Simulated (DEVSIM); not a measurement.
Device: abrupt GaAs n-p junction, at 350 K.

Layer 1 from the left is GaAs, thickness (μm) 0.730, Nd (cm⁻³) 1.2e16, τn (s) 1.5e-9, τp (s) 1.5e-9. Layer 2 from the left is GaAs, thickness (μm) 22.0, Na (cm⁻³) 1.7e17, τn (s) 1.5e-9, τp (s) 1.5e-9.

Left contact: ohmic. Right contact: ohmic. Voltage is applied to the left contact. Recombination: SRH at mid-gap, radiative, Auger. Mobility is μmin + (μ − μmin)/(1 + (N/Nref)^α).

The device is made up for the run: typed textbook-type constants, with dimensions and the other settings drawn at random. Values at 300 K; Nc and Nv go as T^1.5, mobilities as T to minus their exponent, the gap by Varshni's rule with the affinity fixed.

GaAs: gap (eV) 1.424, affinity (eV) 4.07, permittivity 12.9, Nc (cm⁻³) 4.7e17, Nv (cm⁻³) 9e18, μn (cm²/Vs) 8500, μp (cm²/Vs) 400, μn,min 500, μp,min 20, Nref,n 6e16, Nref,p 1.5e17, αn 0.39, αp 0.38, T exponent of μn 2.1, T exponent of μp 2.2, B (cm³/s) 2e-10, Cn (cm⁶/s) 1e-30, Cp (cm⁶/s) 1e-30, Varshni α (eV/K) 0.000541, Varshni β (K) 204.

### Question
Estimate by hand the built-in potential, the peak field at zero bias, the capacitance at 0.5 V, and compare with a numerical solution.

### Answer

- Built-in potential: ni = √(Nc Nv) exp(−Eg/2kT) = 2.12e8 cm⁻³ with Eg = 1.401 eV; Vbi = kT/q ln(Na Nd/ni²) = 1.157 V; numerical 1.157 V.
- Peak field at zero bias: depletion approximation: W = √(2εVbi/(qN)) = 0.384 μm with N = 1.12e16 cm⁻³; field = 2Vbi/W = 60300 V/cm; numerical 59100 V/cm (estimate above by 2.0 %).
- Capacitance at 0.5 V: C = √(qεN / 2(Vbi + |V|)) = 24.9 nF/cm²; numerical 25.3 nF/cm² (estimate below by 1.8 %).

Simulated with DEVSIM: 1D drift-diffusion, Boltzmann statistics, complete ionisation; no tunnelling, impact ionisation, image-force lowering or self-heating.
